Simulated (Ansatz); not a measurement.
The reference is an 8-atom supercell of ZnSe in the zinc blende structure (space group F-43m, No. 216; a = 5.666 Å) at its relaxed geometry.

All numbers come from r2SCAN (Ansatz, a program for electronic structure, PAW, no spin-orbit coupling), earlier PAW set.

For the base:

| Item | Result |
|---|---|
| Pressure | 0.0 GPa |
| Mean distance from the defect site to its nearest host atoms | 2.45 Å |

One thing is altered: a neutral Zn vacancy, atoms relaxed at fixed cell, starting from a slightly rattled geometry.

**Question.** How does this affect the largest displacement of a host atom from its site in the perfect cell?

**Answer.** The largest displacement of a host atom from its site in the perfect cell amounts to 0.02 Å.

**Question.** Estimate the effect on the pressure.

**Answer.** The pressure goes from zero to -1.6 GPa.

**Question.** How does this affect the mean distance from the defect site to its nearest host atoms?

**Answer.** The mean distance from the defect site to its nearest host atoms goes up by 0.02 Å to 2.47 Å.

The magnetic state is the one reached from the starting moments; the real material's order can differ, and small cells can't hold many antiferromagnetic ones. In so small a cell the defect repeats every few ångströms: this is an ordered compound, not a dilute defect. The mesh was chosen for an insulator and is coarse for the gapless case. The defect cell is spin-polarised and ends with 1.9 μB.
